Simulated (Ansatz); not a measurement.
Structure of amorphous In₉Ga₉Zn₉O₃₄H₂ (periodic cell):

```xyz
63
Lattice="9.2004 0.0000 0.0000 0.0000 9.2004 0.0000 0.0000 0.0000 9.2004" Properties=species:S:1:pos:R:3 pbc="T T T"
In     3.2444     1.2670     0.8757
In     1.4403     6.5013     4.9320
In     1.8673     7.2001     1.7135
In     1.8013     8.9487     7.5377
In     7.1172     6.5353     3.5843
In     8.9661     2.6229     6.3996
In     9.1343     0.2458     2.7786
In     8.5696     5.5364     0.6168
In     5.0715     6.9188     6.6873
Ga     9.1041     2.4630     0.2544
Ga     6.3976     3.8524     5.0041
Ga     2.4871     5.6350     7.8352
Ga     5.0855     6.4326     0.8549
Ga     2.7374     2.6940     7.4042
Ga     3.8911     8.5119     3.6299
Ga     2.1085     4.1184     1.7727
Ga     8.4139     5.7099     6.7214
Ga     5.6346     3.6237     1.6198
Zn     6.1692     3.6062     7.9492
Zn     5.1784     0.9410     6.6250
Zn     7.8750     8.6404     8.3532
Zn     7.8592     8.7805     5.6337
Zn     5.9323     1.1447     3.7259
Zn     8.6647     2.7699     3.2774
Zn     6.1981     0.6829     0.9109
Zn     4.0186     5.5442     3.5500
Zn     3.0164     2.2819     4.3484
O      1.6697     5.4883     0.3845
O      3.5831     1.0239     7.8231
O      6.5342     5.2213     6.5353
O      4.0862     4.6151     1.7331
O      6.4632     2.9614     3.1657
O      0.0414     3.7567     1.6825
O      6.4669     7.8869     0.6962
O      4.7157     0.5268     2.2216
O      6.4918     2.3969     6.2669
O      2.5053     2.4484     2.5136
O      8.8534     7.2436     2.0161
O      1.7412     2.6288     9.0302
O      1.8042     2.2098     5.8790
O      1.9710     5.4133     3.2228
O      7.1962     8.8702     3.8116
O      3.7174     4.2361     7.3127
O      4.4334     3.9804     4.8171
O      8.1724     0.8815     0.6026
O      6.3447     8.5866     6.9735
O      8.3315     3.8758     4.8377
O      3.9689     7.1976     2.1489
O      8.6245     6.8415     8.1887
O      4.6253     7.0853     4.6685
O      4.1258     6.6287     8.5105
O      8.2434     3.6068     8.2258
O      0.9865     4.9998     6.6163
O      6.4587     5.0683     0.6676
O      9.0313     0.4913     6.9406
O      5.4104     2.3866     0.2393
O      4.2877     0.8081     4.8127
O      8.5929     6.9274     5.2629
O      1.8277     8.9209     0.4950
O      1.9431     8.2988     3.6535
O      2.5400     7.1962     6.6172
H      4.1147     4.1793     5.7667
H      7.2629     7.7038     1.2679
```

These are PBE, scalar-relativistic without spin-orbit coupling (plane waves to 420 eV, PAW; Ansatz, a first-principles code) values and carry that method's errors. The usual formal charges leave 6 electrons over, so the level spacing at the Fermi energy parts defect or band states and needn't be the band gap.

It comes from a melt-quench run on a machine-learned potential (CHGNet), relaxed afterwards by DFT. O atoms were pushed apart under 1.9 Å during the dynamics, to hinder bonds among them. The hot cell started wider than the set density and was brought back towards it in steps. It is the lowest in DFT energy of 2 quenches. It is a model cell: composition and starting density were chosen by hand, and all elements were melted together. No dispersion term was used. Its density started from a set value of 5.96 and ended at 5.96 g/cm³. Cooling (nominally 530 K/ps over its main leg) ran many orders faster than in experiment, which tends to leave more defects and strain. One small periodic cell is one sample of the glass; other quenches scatter about these values. The volume was held where the preparation left it, at a PBE pressure of 3.5 GPa. Stress components on the final sampling reach 4.6 GPa. On a 2×2×2 Γ-centred mesh force components of up to 0.24 eV/Å stay, since the relaxation ran on the zone centre alone.

Bonds are counted up to In-In 3.12 Å, In-Ga 2.90 Å, In-Zn 2.90 Å, In-O 2.82 Å, In-H 2.08 Å, Ga-Ga 2.68 Å, Ga-Zn 2.68 Å, Ga-O 2.34 Å, Ga-H 1.84 Å, Zn-Zn 2.68 Å, Zn-O 2.48 Å, Zn-H 1.84 Å, O-O 1.58 Å, O-H 1.16 Å, H-H 0.90 Å. Two cations that share two anions don't count as bonded, nor two that share one unless they lie closer than In-In 3.04 Å, In-Ga 2.82 Å, In-Zn 2.82 Å, Ga-Ga 2.61 Å, Ga-Zn 2.61 Å, Zn-Zn 2.61 Å.

Task: Give the coordination numbers, mean bond lengths and angles.

Result: 
```
Quantity                                                                                                       Value
---------------------------------  ---------------------------------------------------------------------------------
Mean coordination of In by anions  5.11 (3 with 4, 2 with 5, 4 with 6); 1 close contacts or bonds to cations besides
Mean coordination of Ga by anions                                                          4.56 (4 with 4, 5 with 5)
Mean coordination of Zn by anions  4.22 (1 with 3, 5 with 4, 3 with 5); 1 close contacts or bonds to cations besides
Mean coordination of O                                                          3.74 (1 with 2, 7 with 3, 26 with 4)
Mean coordination of H                                                                               1.00 (2 with 1)
Mean In-O bond                                                                  2.262 Å (spread 0.164 Å, 46 counted)
Mean Ga-O bond                                                                  1.946 Å (spread 0.082 Å, 41 counted)
Mean Zn-O bond                                                                  2.047 Å (spread 0.103 Å, 38 counted)
Mean O-H bond                                                                    1.009 Å (spread 0.012 Å, 2 counted)
Bond angle at In                                                                           mean 104.0°, spread 28.0°
Bond angle at Ga                                                                           mean 107.3°, spread 23.1°
Bond angle at Zn                                                                           mean 107.6°, spread 23.2°
Bond angle at O                                                                            mean 109.2°, spread 16.7°
```

Task: List the pairs of like atoms that count as bonded by the rules above.

Result: There are none by these rules.

Task: What Bader charges do the atoms carry, from a run on the zone centre alone?

Result: Means (range): In +1.56 e (+0.81 to +1.80), Ga +1.79 e (+1.75 to +1.85), Zn +1.17 e (+0.87 to +1.24), O -1.23 e (-1.28 to -1.19), H +0.59 e (+0.57 to +0.60).
```tsv
atom	charge (e)
In1	+1.76
In2	+1.76
In3	+1.79
In4	+1.61
In5	+0.81
In6	+1.70
In7	+1.06
In8	+1.80
In9	+1.75
Ga10	+1.76
Ga11	+1.76
Ga12	+1.81
Ga13	+1.83
Ga14	+1.75
Ga15	+1.82
Ga16	+1.85
Ga17	+1.79
Ga18	+1.78
Zn19	+1.24
Zn20	+1.19
Zn21	+1.24
Zn22	+1.17
Zn23	+1.18
Zn24	+0.87
Zn25	+1.20
Zn26	+1.20
Zn27	+1.23
O28	-1.23
O29	-1.21
O30	-1.23
O31	-1.26
O32	-1.24
O33	-1.23
O34	-1.23
O35	-1.23
O36	-1.25
O37	-1.23
O38	-1.24
O39	-1.28
O40	-1.22
O41	-1.25
O42	-1.21
O43	-1.25
O44	-1.25
O45	-1.22
O46	-1.22
O47	-1.20
O48	-1.25
O49	-1.24
O50	-1.23
O51	-1.23
O52	-1.25
O53	-1.22
O54	-1.24
O55	-1.19
O56	-1.22
O57	-1.23
O58	-1.25
O59	-1.22
O60	-1.24
O61	-1.21
H62	+0.60
H63	+0.57
```
